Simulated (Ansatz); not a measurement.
Output of an Ansatz run (abridged):

```
WARN the atoms were moved onto the symmetric positions of the space group found under crystal.symmetry.tolerance 1.0e-5 (fractional …
WARN ansatz: RAYON_NUM_THREADS=1 ignored (pool sized by the plan → 1); use --threads N
Pseudopotentials: kind: paw
Pseudopotential: B, paw, valence charge 3
Pseudopotential: W, paw, valence charge 14
Crystal: 6 atoms, lattice volume = 72.753 Å³
Basis set: ecut = 420.4159175005146 eV, 1423 PW (Γ)
Bands: 38, of which v1, the nominal top of the filled ones, is band 31 counted from 1 (30 counted from 0)
Symmetry: 16 space group operations
Space group: I4/mcm (ITA 140), of the structure as read, at distance tolerance 4.2e-5 Å
k-points: 75 of 729
PAW frozen core: B, regenerated for the run's functional, and the local potential with it
PAW frozen core: W, regenerated for the run's functional, and the local potential with it
Initial density: superposition of atomic densities (neutral atoms: chi_scale 0, normalization atom), corrected by the library's trained network
Initial wavefunctions: pseudopotential atomic-orbital guess
Eigensolver: davidson
Functional: x = slater, c = lda
SCF iter   1: F=—  HF=-40820.666081 eV  |F-HF|=—  |Δ(HF+E_count)|=         —  Δρ=7.01e-3  dr2=3.46e-2  ethr=1.77e-3  ⟨swp⟩=5.4  Hψ=11287  notcnv=0
all-band conjugate gradients solve this SCF's bands
preconditioner: auto → Kerker (q_TF=auto, 2.657 Å⁻¹)
SCF iter   2: F=—  HF=-40820.659684 eV  |F-HF|=—  |Δ(HF+E_count)|=   6.40e-3  Δρ=4.00e-3  dr2=1.03e-2  ethr=5.57e-5  ⟨swp⟩=1.0  Hψ=3450  notcnv=0
SCF iter   3: F=—  HF=-40820.657192 eV  |F-HF|=—  |Δ(HF+E_count)|=   2.49e-3  Δρ=4.55e-4  dr2=8.39e-5  ethr=1.66e-5  ⟨swp⟩=2.0  Hψ=3887  notcnv=0
SCF iter   4: F=—  HF=-40820.657174 eV  |F-HF|=—  |Δ(HF+E_count)|=   1.80e-5  Δρ=5.12e-5  dr2=1.10e-6  ethr=1.35e-7  ⟨swp⟩=2.6  Hψ=4800  notcnv=0
iter 5 did not close the SCF: its close was put off for the readings that it lacked (scf_convergence_deferred on its scf_iter line)
SCF iter   5: F=-40820.657174 eV  HF=-40820.657174 eV  |F-HF|=2.59e-8  |Δ(HF+E_count)|=   1.85e-7  Δρ=9.89e-6  dr2=5.93e-8  ethr=1.78e-9  ⟨swp⟩=2.2  Hψ=4048  notcnv=0
SCF iter   6: F=-40820.657174 eV  HF=-40820.657174 eV  |F-HF|=2.62e-10  |Δ(HF+E_count)|=   1.58e-8  Δρ=1.33e-6  dr2=8.50e-10  ethr=9.56e-11  ⟨swp⟩=6.9  Hψ=10700  notcnv=0
the search or the solves at the SCF's close seem to have found levels that the self-consistency loop had missed (the run counts 1) …
SCF 1 converged in 6 iterations: F = -40820.657174 eV  dr2 = 8.50e-10
SCF converged after 6 iterations
Free energy (F): -40820.657174 eV
Harris-Foulkes:  -40820.657174 eV  (|F-HF|=2.62e-10)
Internal energy: -40820.640560 eV  (E = F + TS)
E sigma→0 (E₀):  -40820.648867 eV
Entropy (-TS):   -0.016614 eV (-2.769 meV/atom)
Fermi energy:    21.668246 eV
--- Per-component energies (eV) ---
  E_band       = -297.439223
  E_kinetic    = 1908.207526
  E_local      = -2528.559881  (includes V_loc(G=0)·N_el)
  E_nonlocal   = 47.108329
  E_hartree    = 920.515808
  E_xc         = -1128.590935
  E_vxc        = -1037.580303  (∫ρ·V_xc dr)
  E_paw        = -33383.967947  (= ΣΔE_a)
  E_vpaw       = -527.646619  (= ΣTr[D̂ρ^β])
  E_aug_tail   = -0.000235  (compensation charges beyond the density's cutoff)
  E_ewald      = -6656.577504
  E_core_change = 1.224280  (= ΣΔE_core)
  E_smearing   = -0.016614  (= −TS)
  E_closure    = 0.000000  (closes the sum)
  Σ components = -40820.657174   (vs F -40820.657174, Δ=0.00e0)
--- Forces (eV/Å), atoms counted from 1 ---
  atom   1  B     -0.00000000     0.00000000    -0.00000000
  atom   2  B      0.00000000    -0.00000000     0.00000000
  atom   3  W      0.03822506    -0.03822506     0.00000000
  atom   4  W     -0.03822506     0.03822506    -0.00000000
  atom   5  W      0.03822506     0.03822506    -0.00000000
  atom   6  W     -0.03822506    -0.03822506     0.00000000
  max |Σ_I F_I| component: 9.02e-17 eV/Å
--- Stress (GPa, compression-positive) ---
       -5.984156       0.000000      -0.000000
        0.000000      -5.984156       0.000000
       -0.000000       0.000000      -5.043162
  P = ⅓ Tr σ = -5.6705 GPa (-56.705 kbar)
  The stress holds the Pulay correction. Without it, at fixed plane waves, as pw.x and ABINIT print it: P = -5.7695 GPa
--- Band table (eV; the first three rows and the last of 75) ---
  k-point 0: bands = ["-52.4096", "-52.3192", "-52.2440", "-52.2440", "-17.0180", "-16.9963", "-16.9963", "-16.9094", "-16.9094", "-16.7852", "-16.7085", "-16.4421", "-16.3760", "-16.0739", "-16.0585", "-16.0585", "9.4204", "13.3309", "15.6794", [...]
  k-point 1: bands = ["-52.4057", "-52.3199", "-52.2473", "-52.2440", "-17.0257", "-17.0108", "-16.9965", "-16.9108", "-16.9020", "-16.7617", "-16.6786", "-16.4616", "-16.3567", "-16.0918", "-16.0778", "-16.0606", "9.5739", "13.4267", "15.3896", [...]
  k-point 2: bands = ["-52.3950", "-52.3216", "-52.2565", "-52.2441", "-17.0444", "-17.0200", "-16.9970", "-16.9005", "-16.8905", "-16.7136", "-16.6230", "-16.5123", "-16.3083", "-16.1744", "-16.0900", "-16.0677", "10.0074", "13.7024", "14.9200", [...]
  k-point 74: bands = ["-52.3281", "-52.3243", "-52.2953", "-52.2703", "-17.3009", "-17.0844", "-17.0269", "-16.8082", "-16.7752", "-16.7302", "-16.4293", "-16.4151", "-16.2234", "-16.2220", "-16.1636", "-16.1554", "12.6602", "13.7820", "14.5877", [...]
```

The structure:

```xyz
6
Lattice="-2.7697 2.7697 2.3710 2.7697 -2.7697 2.3710 2.7697 2.7697 -2.3710" Properties=species:S:1:pos:R:3 pbc="T T T"
B      0.0000     0.0000     1.1855
B      0.0000     0.0000     3.5565
W      1.8263     0.9434     2.3710
W      0.9434     1.8263     0.0000
W     -0.9434     1.8263     2.3710
W      3.7131     0.9434     0.0000
```

Task: Write an input that gives this output.

Result: Other spellings and defaults could give the same log, and not every line can be read from it. The input that was run (DFT, LDA (PW92), plane waves, default PAW files made with PBE):

Ansatz 0.2 input:
```yaml
crystal:
  lattice:
    - [-2.769667, 2.769667, 2.371025]
    - [2.769667, -2.769667, 2.371025]
    - [2.769667, 2.769667, -2.371025]
  atoms:
    - { symbol: B, position_ang: [0.000000, 0.000000, 1.185512] }
    - { symbol: B, position_ang: [0.000000, 0.000000, 3.556538] }
    - { symbol: W, position_ang: [1.826263, 0.943404, 2.371025] }
    - { symbol: W, position_ang: [0.943404, 1.826263, 0.000000] }
    - { symbol: W, position_ang: [-0.943404, 1.826263, 2.371025] }
    - { symbol: W, position_ang: [3.713071, 0.943404, -0.000000] }
basis:
  ecutwfc: 30.9 Ry
kpoints:
  mp_grid:
    grid: [9, 9, 9]
hamiltonian:
  xc: lda
  pseudopotentials:
    kind: paw
scf:
  occupations:
    method: gaussian
    width: 0.0073 Ry
output:
  forces: true
  eigenvalues: true
  stress: true
```

The starting cell comes from a database of computed structures (which also holds hypothetical and non-ambient phases and stackings), without a prior relaxation at this level. Its lattice was rescaled by up to half a per cent. Spin-orbit coupling is off. Spin polarisation is off. With a pressure of about -6 GPa the cell is away from its equilibrium volume at this level. Ansatz's pressure includes its estimate of the finite-basis (Pulay) stress.

Ansatz is an electronic-structure program.
